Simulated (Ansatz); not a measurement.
Take Rh in the fcc (Cu type) structure (space group Fm-3m, No. 225; a = 3.8016 Å; relaxed with 0.1 eV smearing) as the base. Axes: x, y, z lie along the cube axes.

Calculations: r2SCAN (Ansatz, a first-principles code), no SOC, earlier PAW set.

Perturbation: biaxial strain −0.38 %, plane normal [111], relaxed out of plane (Cartesian); in-plane vectors clamped, the third vector and the atoms free.

Q: Predict the new in-plane stress and out-of-plane strain.

A: The mean in-plane stress (compression positive) comes out as +2.4 GPa; the out-of-plane strain amounts to +0.21 %.

Stability against distortions was not tested. The final runs are not spin-polarised.
